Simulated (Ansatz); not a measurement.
A self-consistent single point of SrSi (Cm, 4 atoms in the cell) with Ansatz (a first-principles code).

Computed with PBEsol, default PAW files made with PBE (plane waves; Ansatz).

The change in words: lattice scaled by 0.98. Reference geometry:
```xyz
4
Lattice="2.4216 -5.6765 0.0000 2.4216 5.6765 0.0000 0.0000 0.0000 4.0680" Properties=species:S:1:pos:R:3 pbc="T T T"
Sr     2.4216     1.5748     1.0670
Sr     2.4216    -1.5748     3.0510
Si     2.4216     4.9532     1.0170
Si     2.4216    -4.9532     3.0510
```

Reference input (self-consistent single point, DFT, PBEsol, plane waves, default PAW files made with PBE): basis.ecutwfc = 420 eV; kpoints.mp_grid.grid = 8 8 8; hamiltonian.xc = pbesol; hamiltonian.pseudopotentials = {kind: paw} (the program's default PAW files); scf.occupations.method = fermi_dirac; scf.occupations.width = 0.1 eV. This run's input differs from it in these lines:

Ansatz 0.2 input:
```diff
@@ -2,10 +2,10 @@
   lattice:
-    - [2.421638, -5.676499, 0.000000]
-    - [2.421638, 5.676499, 0.000000]
-    - [0.000000, 0.000000, 4.067987]
+    - [2.373205, -5.562969, 0.000000]
+    - [2.373205, 5.562969, 0.000000]
+    - [0.000000, 0.000000, 3.986627]
   atoms:
-    - { symbol: Sr, position_ang: [2.421638, 1.574774, 1.066996] }
-    - { symbol: Sr, position_ang: [2.421638, -1.574774, 3.050990] }
-    - { symbol: Si, position_ang: [2.421638, 4.953199, 1.016997] }
-    - { symbol: Si, position_ang: [2.421638, -4.953199, 3.050990] }
+    - { symbol: Sr, position_ang: [2.373205, 1.543279, 1.045656] }
+    - { symbol: Sr, position_ang: [2.373205, -1.543279, 2.989970] }
+    - { symbol: Si, position_ang: [2.373205, 4.854135, 0.996657] }
+    - { symbol: Si, position_ang: [2.373205, -4.854135, 2.989970] }
 basis:
```

Output, abridged:

```
SCF iter   1: F=—  HF=-8229.508241 eV  |F-HF|=—  |Δ(HF+E_count)|=         —  Δρ=3.65e-3  dr2=3.76e-2  ethr=1.77e-3  ⟨swp⟩=8.1  Hψ=17977  notcnv=0
all-band conjugate gradients solve this SCF's bands
preconditioner: auto → Kerker (q_TF=auto, 2.188 Å⁻¹)
SCF iter   2: F=—  HF=-8229.502983 eV  |F-HF|=—  |Δ(HF+E_count)|=   5.26e-3  Δρ=2.14e-3  dr2=1.44e-2  ethr=1.34e-4  ⟨swp⟩=1.7  Hψ=4909  notcnv=0
SCF iter   3: F=—  HF=-8229.499473 eV  |F-HF|=—  |Δ(HF+E_count)|=   3.51e-3  Δρ=3.70e-4  dr2=9.52e-5  ethr=5.13e-5  ⟨swp⟩=2.0  Hψ=3581  notcnv=0
SCF iter   4: F=—  HF=-8229.499473 eV  |F-HF|=—  |Δ(HF+E_count)|=   2.34e-7  Δρ=1.21e-4  dr2=1.85e-5  ethr=3.40e-7  ⟨swp⟩=2.0  Hψ=4612  notcnv=0
SCF iter   5: F=—  HF=-8229.499475 eV  |F-HF|=—  |Δ(HF+E_count)|=   2.02e-6  Δρ=5.45e-5  dr2=4.16e-6  ethr=6.61e-8  ⟨swp⟩=1.0  Hψ=2700  notcnv=0
SCF iter   6: F=—  HF=-8229.499475 eV  |F-HF|=—  |Δ(HF+E_count)|=   3.65e-8  Δρ=1.20e-5  dr2=3.60e-7  ethr=1.48e-8  ⟨swp⟩=1.2  Hψ=2864  notcnv=0
SCF iter   7: F=-8229.499475 eV  HF=-8229.499475 eV  |F-HF|=1.95e-9  |Δ(HF+E_count)|=   7.84e-9  Δρ=1.97e-6  dr2=6.74e-9  ethr=3.57e-10  ⟨swp⟩=7.2  Hψ=14805  notcnv=0
SCF 1 converged in 7 iterations: F = -8229.499475 eV  dr2 = 6.74e-9
Free energy (F): -8229.499475 eV
Internal energy: -8229.449894 eV  (E = F + TS)
E sigma→0 (E₀):  -8229.474685 eV
Entropy (-TS):   -0.049581 eV (-12.395 meV/atom)
Fermi energy:    8.141837 eV
--- Forces (eV/Å), atoms counted from 1 ---
  atom   1  Sr    -0.00000000     0.09803249    -0.16727160
  atom   2  Sr     0.00000000    -0.09504359     0.04383836
  atom   3  Si     0.00000000    -0.13497018     0.01227706
  atom   4  Si    -0.00000000     0.13198119     0.11115684
--- Stress (GPa, compression-positive) ---
        0.546690       0.000000      -0.000000
        0.000000       1.331676      -0.188317
       -0.000000      -0.188317       0.871847
  P = ⅓ Tr σ = 0.9167 GPa (9.167 kbar)
  The stress holds the Pulay correction. Without it, at fixed plane waves, as pw.x and ABINIT print it: P = 0.9055 GPa
```

The run converged in 7 iterations. Against the reference run the free energy goes down by 6.1 meV/atom, the pressure goes from -1.94 to 0.92 GPa and the largest force goes from 0.147 to 0.194 eV/Å.

The starting cell comes from a database of computed structures (which also holds hypothetical and non-ambient phases and stackings), without a prior relaxation at this level. Its lattice was rescaled by up to half a per cent. One atom was moved a little off its site on purpose. For this run, on top of that: lattice scaled by 0.98. Ansatz's pressure includes its estimate of the finite-basis (Pulay) stress.
